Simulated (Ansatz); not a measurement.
The parent structure is BaTiO3 in the cubic perovskite structure (space group Pm-3m, No. 221; a = 4.0195 Å).

Perturbation: an isotropic linear strain of −3.81 %; the atoms relax in the strained cell.

Levels (all Ansatz, a first-principles code, PAW, earlier PAW set): PBE (420 eV, spin-orbit coupling left out); r2SCAN (500 eV, no spin-orbit coupling).

The geometry is relaxed with PBE.

- PBE lowest conduction level above the VBM at special points = Γ 2.00 eV; X 2.16 eV; M 4.09 eV; R 4.87 eV
- PBE gap character = direct at Γ
- PBE pressure = 24.65 GPa

**Question.** How does going to r2SCAN change the lowest conduction level above the VBM at special points, gap character and pressure?

**Answer.** The lowest conduction level above the VBM at special points goes from Γ 2.00 eV; X 2.16 eV; M 4.09 eV; R 4.87 eV to Γ 2.39 eV; X 2.55 eV; M 4.45 eV; R 5.26 eV; the gap character stays direct at Γ; the pressure shrinks by 2.69 GPa, from 24.65 GPa to 21.96 GPa.

Single points use the geometry relaxed with PBE. Their cutoffs differ, which shifts pressures a little. Whether these cells are dynamically stable was not tested. All final runs are without spin polarisation. Many cubic perovskites are stable only at high temperature; tilts and polar distortions were not tested. This is not the structure that BaTiO3 has at room temperature and ambient pressure.
